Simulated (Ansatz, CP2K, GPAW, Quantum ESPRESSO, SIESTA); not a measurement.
**One structure in several programs: NiSi2 (Fm-3m, 3 atoms in the cell)**

Self-consistent single point.

```
NiSi2
1.0
    0.00000     2.70500     2.70500
    2.70500     0.00000     2.70500
    2.70500     2.70500     0.00000
Si Ni
2 1
Direct
  0.25000   0.25000   0.25000
  0.75000   0.75000   0.75000
  0.00000   0.00000   0.00000
```

Shared settings, as Ansatz (a first-principles code) writes them: kpoints.mp_grid.grid = 11 11 11; scf.occupations.method = fermi_dirac; scf.occupations.width = 0.136 eV. Potentials and cutoffs stand in the table.

```csv
code,model,pressure (GPa),cutoff
Quantum ESPRESSO,"PBEsol, SSSP 1.1.2 efficiency (PBE) pseudopotentials",-1.23,50 Ry
CP2K,"PBEsol, GPW, DZVP-MOLOPT-SR-GTH basis, GTH-PBE potentials (GTH_POTENTIALS)",-0.30,grid 600 Ry
GPAW,"PBEsol, GPAW PAW datasets PBEsol (made by gpaw-setup)",-0.39,800 eV
Ansatz,"PBEsol, default PAW files made with PBE",-1.73,default
SIESTA,"GGA PBEsol, numerical atomic orbitals DZP, PseudoDojo PBEsol standard norm-conserving potentials (rewritten from UPF to PSML)",-3.39,grid 400 Ry
```

On Ansatz's run: spin polarisation is off.

The spread over the programs that give each value: pressure within 3.09 GPa.

CP2K and SIESTA use small atom-centred bases, whose incompleteness enters pressures, forces and empty levels differently from a plane-wave cutoff. Ansatz's pressure is given at a fixed set of plane waves, as the other plane-wave codes print theirs; with its correction for the finite basis it is -1.68 GPa. In the pressure, SIESTA (by 2.16) lies more than 1 GPa from the median of the plane-wave programs.

The starting cell has typed, rounded lattice constants, without a prior relaxation at this level.

Left out of this page: Elk (not drawn, or without a comparable value).

Keys are those of Ansatz 0.2.
